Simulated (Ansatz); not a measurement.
The starting structures come from a database of crystals and need not be the phases stable at ambient conditions.

Data:

```
CELL_PARAMETERS angstrom
      7.41587     0.00000     0.00000
     -3.09031     6.74129     0.00000
      0.00000     0.00000     5.46790
ATOMIC_POSITIONS crystal
  Mg 0.28847 0.10375 0.25000
  Mg 0.71153 0.89625 0.75000
  Mg 0.10375 0.28847 0.75000
  Mg 0.89625 0.71153 0.25000
  Bi 0.40799 0.59201 0.25000
  Bi 0.59201 0.40799 0.75000
  As 0.80209 0.19791 0.25000
  As 0.19791 0.80209 0.75000
  O  0.11720 0.88280 0.00711
  O  0.88280 0.11720 0.99289
  O  0.88280 0.11720 0.50711
  O  0.11720 0.88280 0.49289
  O  0.55057 0.09513 0.25000
  O  0.44943 0.90487 0.75000
  O  0.09513 0.55057 0.75000
  O  0.90487 0.44943 0.25000
  O  0.67027 0.67027 0.00000
  O  0.32973 0.32973 0.00000
  O  0.32973 0.32973 0.50000
  O  0.67027 0.67027 0.50000
```

Space group of this cell: Cmcm. The cell is taken as given; by r2SCAN its mean pressure is -6.1 GPa.

Transport runs along the normal of the first two printed cell vectors.

The gap is the functional's own, uncorrected, and κ follows it; spin-orbit coupling is left out. Mid-gap values are interpolated between the computed energies.

Estimate the band gap and the smallest decay constant κ at mid-gap that r2SCAN (Ansatz, a first-principles code) returns for this system.

Gap 3.91 eV on a 6×6×6 mesh; κ = 0.315 1/Å, at (0.333, 0.167) of the in-plane reciprocal vectors. At the zone centre, at the nearest computed energy, the slowest state has κ = 0.35 1/Å.
